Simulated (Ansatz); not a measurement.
## ZnS: response to strain

Start from ZnS in the wurtzite structure (space group P6_3mc, No. 186).

```
ZnS
1.0
    3.78216     0.00000     0.00000
   -1.89108     3.27545     0.00000
    0.00000     0.00000     6.20765
Zn S
2 2
Direct
  0.33333   0.66667   0.00042
  0.66667   0.33333   0.50042
  0.33333   0.66667   0.37458
  0.66667   0.33333   0.87458
```

Strains are applied to the cell and any free atomic positions relax.

Method: PBEsol/PAW in Ansatz (a program for electronic structure), no SOC.

Notes on the quantities. pressure: mean of the normal stresses, compression positive.

```json
[
 {"isotropic strain (%)": "0", "pressure (GPa)": "0.0"},
 {"isotropic strain (%)": "0.6", "pressure (GPa)": "?"},
 {"isotropic strain (%)": "1.2", "pressure (GPa)": "-2.6"},
 {"isotropic strain (%)": "1.8", "pressure (GPa)": "-3.7"},
 {"isotropic strain (%)": "2.4", "pressure (GPa)": "-4.8"},
 {"isotropic strain (%)": "3", "pressure (GPa)": "-5.7"}
]
```

Problem. Fit P = P₀ − Bδ + Cδ² with δ = (1 + ε)³ − 1 to the rows shown and predict the withheld row.

Solution. Least squares on the printed values gives P₀ = 0.0 GPa, B = 77.0 GPa (at held cell shape), C = 167 GPa (largest residual 0.0 GPa); this predicts -1.3 GPa, and the run gives -1.4 GPa, in agreement.

Whether these cells are dynamically stable was not tested.
